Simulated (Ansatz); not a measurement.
By PBEsol, the system below comes out a metal.

A figure of merit of an interconnect metal is its ballistic conductance per area.

Given:

```yaml
crystal:
  lattice:
    - [3.88487, 0.00000, 0.00000]
    - [-1.94244, 3.36440, 0.00000]
    - [1.94244, 1.12147, 3.17198]
  atoms:
    - { symbol: Si, position: [0.50000, 0.75000, 0.75000] }
    - { symbol: Si, position: [0.50000, 0.25000, 0.25000] }
    - { symbol: Ni, position: [0.00000, 0.00000, 0.00000] }
```

The cell is strained (all lengths scaled by 1.02); by PBEsol it stands under a pressure of -8.0 GPa.

The current flows along the normal of the first two printed cell vectors, the (111) plane of the conventional cell. No spin-orbit coupling; the value is a mean over 0.1 eV about the Fermi level.

Problem. State the ballistic conductance per area according to PBEsol run with Ansatz (a program for electronic structure).

Solution. 0.64 × 10¹⁵ S/m² for both spins.
